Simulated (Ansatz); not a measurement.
BP (P6₃mc, No. 186, 4 atoms in the cell; start mp-1008559; a measured phase of this formula has another space group) was calculated with r²SCAN0 (Ansatz, a first-principles code, PAW).

Run with plane-wave cutoff 520 eV, 9×9×6 k mesh (along the axes of the cell as run), Fermi–Dirac smearing 0.01 eV, scalar-relativistic PAW data made under PBE.

Computed at the level's own relaxed cell.

```yaml
crystal:
  lattice:
    - [3.17820, 0.00000, 0.00000]
    - [-1.58910, 2.75240, 0.00000]
    - [0.00000, 0.00000, 5.27358]
  atoms:
    - { symbol: B, position: [0.66667, 0.33333, 0.50041] }
    - { symbol: B, position: [0.33333, 0.66667, 0.00041] }
    - { symbol: P, position: [0.66667, 0.33333, 0.87459] }
    - { symbol: P, position: [0.33333, 0.66667, 0.37459] }
```

Task: List the 10 lowest band energies at Γ above −25 eV (eV, relative to the valence band maximum), grouping those that round alike.

Result: At Γ: -18.19, -14.48, -10.87, -2.46 (×2), -0.48, 0.00 (×2), 4.37 (×2).

Note: the run warned that its exchange threshold was loose for the stress.

A start named mp-… is a Materials Project structure, which need not be a measured phase.
